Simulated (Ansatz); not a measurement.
**Mg2Sn under a change: Mg on a Sn site (antisite)**

The reference is a 12-atom supercell of Mg2Sn (space group Fm-3m, No. 225; a = 6.746 Å) at its relaxed geometry.

One thing is altered: a neutral Mg on a Sn site (antisite), atoms relaxed at fixed cell, starting from a slightly rattled geometry.

The values are results of plane-wave PAW DFT at the PBEsol level (Ansatz, an electronic-structure program, 420 eV), scalar-relativistic without spin-orbit coupling, not measurements. k-mesh 5×5×5 (Γ-centred); smearing 0.05 eV (Fermi–Dirac).

The mean distance from the defect site to its nearest host atoms stays essentially unchanged (5.52 bohr against 5.51 bohr).

The cell is small, so the values are those of an ordered compound at a high defect concentration; dilute-limit values will differ. The defect cell is not spin-polarised.
